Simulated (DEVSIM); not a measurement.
System: illuminated Ge p-on-n cell, one wavelength, with a back-surface field, at 350 K.

Layer 1 from the left is Ge, thickness (μm) 0.0530, Na (cm⁻³) 1e18, τn (s) 1.9e-8, τp (s) 1.2e-8, absorption coefficient (cm⁻¹) 380. Layer 2 from the left is Ge, thickness (μm) 290, Nd (cm⁻³) 9.9e16, τn (s) 3.1e-7, τp (s) 3.1e-7, absorption coefficient (cm⁻¹) 380. Layer 3 from the left is Ge, thickness (μm) 0.380, Nd (cm⁻³) 1e18, τn (s) 3.1e-7, τp (s) 3.1e-7, absorption coefficient (cm⁻¹) 380.

Left contact: ohmic, minority electron recombination velocity 2000 cm/s. Right contact: ohmic, minority hole recombination velocity 50000 cm/s. Voltage is applied to the left contact. Recombination: SRH at mid-gap, radiative, Auger. Light enters at the left, 8.8e16 photons cm⁻² s⁻¹, one pass, no reflection. Mobility is μmin + (μ − μmin)/(1 + (N/Nref)^α).

Constants are typed, rounded textbook-type inputs, not results; the design itself was drawn at random and stands for no fabricated device. Values at 300 K; Nc and Nv go as T^1.5, mobilities as T to minus their exponent, the gap by Varshni's rule with the affinity fixed.

Ge: gap (eV) 0.664, affinity (eV) 4, permittivity 16, Nc (cm⁻³) 1.04e19, Nv (cm⁻³) 6e18, μn (cm²/Vs) 3900, μp (cm²/Vs) 1900, μn,min 150, μp,min 100, Nref,n 2.6e17, Nref,p 4e17, αn 0.56, αp 0.6, T exponent of μn 1.66, T exponent of μp 2.33, B (cm³/s) 6.4e-14, Cn (cm⁶/s) 1e-31, Cp (cm⁶/s) 1e-31, Varshni α (eV/K) 0.000477, Varshni β (K) 235.

Simulated with DEVSIM: 1D drift-diffusion, Boltzmann statistics, complete ionisation; no tunnelling, impact ionisation, image-force lowering or self-heating.

Q: What does the simulation give for the dark forward voltage at 100 A/cm², the fill factor, the dark forward voltage at 1 A/cm²?

A: dark forward voltage at 100 A/cm² 0.444 V; fill factor 0.39; dark forward voltage at 1 A/cm² 0.215 V.
